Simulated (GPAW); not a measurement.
Band structure of MoIr₃ (P6_3/mmc, 8 atoms in the cell).

```yaml
crystal:
  lattice:
    - [5.48700, 0.00000, 0.00000]
    - [-2.74350, 4.75188, 0.00000]
    - [0.00000, 0.00000, 4.38500]
  atoms:
    - { symbol: Ir, position: [0.83300, 0.66600, 0.25000] }
    - { symbol: Ir, position: [0.16700, 0.83300, 0.75000] }
    - { symbol: Ir, position: [0.33400, 0.16700, 0.25000] }
    - { symbol: Ir, position: [0.16700, 0.33400, 0.75000] }
    - { symbol: Ir, position: [0.83300, 0.16700, 0.25000] }
    - { symbol: Ir, position: [0.66600, 0.83300, 0.75000] }
    - { symbol: Mo, position: [0.33333, 0.66667, 0.25000] }
    - { symbol: Mo, position: [0.66667, 0.33333, 0.75000] }
```

Method of the run: LDA (Perdew-Wang 92), GPAW PAW datasets LDA (gpaw-data 1.0.1) (plane waves; GPAW 25.7.0).

Settings: mode = pw; ecut = 600 eV; xc = LDA; kpts = 5 5 5; mesh shift (steps) = 0 0 0; occupations.name = methfessel-paxton; occupations.width = 0.272 eV; occupations.order = 0; nbands = -16; convergence.forces = 0.001 eV/Å; symmetry.symmorphic = false; symmetry.tolerance = 0.0005; maxiter = 120; bandpath_npoints = 40.

The starting cell comes from a database of published, mostly measured structures (it also holds non-ambient and calculated ones), without a prior relaxation at this level. Spin-orbit coupling is off. Spin polarisation is off.

Levels in eV from the Fermi level, bands 55 to 62:
```json
[
 {"point": "Γ", "55": "-1.96", "56": "-1.70", "57": "-0.06", "58": "0.65", "59": "1.08", "60": "1.10", "61": "1.20", "62": "1.20"},
 {"point": "M", "55": "-1.78", "56": "-1.71", "57": "-1.45", "58": "-1.05", "59": "-0.54", "60": "-0.46", "61": "-0.01", "62": "0.25"},
 {"point": "K", "55": "-1.67", "56": "-1.67", "57": "-1.51", "58": "-0.86", "59": "-0.86", "60": "0.38", "61": "0.39", "62": "0.46"},
 {"point": "A", "55": "-0.63", "56": "-0.63", "57": "0.07", "58": "0.07", "59": "0.49", "60": "0.49", "61": "0.49", "62": "0.49"},
 {"point": "L", "55": "-1.70", "56": "-1.70", "57": "-1.66", "58": "-1.66", "59": "-0.11", "60": "-0.11", "61": "0.64", "62": "0.64"},
 {"point": "H", "55": "-1.88", "56": "-1.88", "57": "-1.59", "58": "-1.59", "59": "0.20", "60": "0.20", "61": "0.70", "62": "0.70"}
]
```

Bands cross the Fermi level along this path, so the cell is metallic at this level.
